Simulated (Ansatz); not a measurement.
Ti2InN (P6_3/mmc), PBEsol, DFPT electron-phonon coupling, linearised Boltzmann equation (Ansatz, a quantum-chemistry and plane-wave program): phonon-limited resistivity 31.7 μΩ·cm at 300 K along y (a = (3.05, 0.00, 0.00) Å; b = (-1.53, 2.64, 0.00) Å; c = (0.00, 0.00, 13.88) Å), current-weighted mean free path 8.0 nm, Drude plasma energy 3.23 eV.

### Question
What is the classical skin depth at 10 GHz (nonmagnetic, μ₀ = 1.257×10⁻⁶ H/m)?

### Answer
δ = √(ρ/(π f μ₀)) = 2830 nm.

### Question
Estimate the resistivity of a 40 nm square wire with diffuse walls from ρ ≈ ρ₀(1 + 3ℓ/4d).

### Answer
1 + 0.75 × 8.0/40 = 1.15, so ρ ≈ 36.5 μΩ·cm and a line 1 μm long has 228 Ω. The formula is the free-electron limit for d well above ℓ; grain boundaries add to it.

### Question
What Drude relaxation time do resistivity and plasma energy imply?

### Answer
ω_p = 4.91e15 s⁻¹, so τ = 1/(ε₀ ω_p² ρ) = 14.8 fs, a damping ħ/τ of 44.5 meV.

A metal at this level (no band gap). Only scattering by harmonic phonons is included (no impurities, grain boundaries, electron-electron scattering or thermal expansion). Spin-orbit coupling is left out. Halving the electron mesh (32x32x8) moves the resistivity by up to 3 % at 300 K, the mean free path by up to 6 %. Smearing 0.20 eV; phonons on a 5x5x1 q mesh, which this run doesn't test.

Computed structure with no diffraction record at hand here (it may be known, metastable or hypothetical): Ti2InN (P6_3/mmc).
